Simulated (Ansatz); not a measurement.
Consider Pb in the fcc (Cu type) structure (space group Fm-3m, No. 225; a = 4.9909 Å).

Level of theory: r2SCAN (Ansatz, a first-principles code), spin-orbit coupling left out.

One change was made to it. Results:

| quantity | base | after |
|---|---|---|
| density | 11.07 g/cm³ | 3.32 g/cm³ |
| band gap | zero | zero |
| shortest interatomic distance | 3.529 Å | 2.830 Å |

Task: What was done to the base?
A) Pb → Ir
B) Pb → C
C) Pb → S
D) Pb → Pd

Result: C, Pb → S. For comparison, the density in the other runs: Pb → C gives 2.69 g/cm³; Pb → Pd gives 11.84 g/cm³; Pb → Ir gives 22.47 g/cm³.

No phonon test of stability was made. As relaxed here, S and C are hypothetical phases, not in the database extracts checked. The final runs are not spin-polarised. Pd has a high density of states at the Fermi level and may be magnetic at this level.
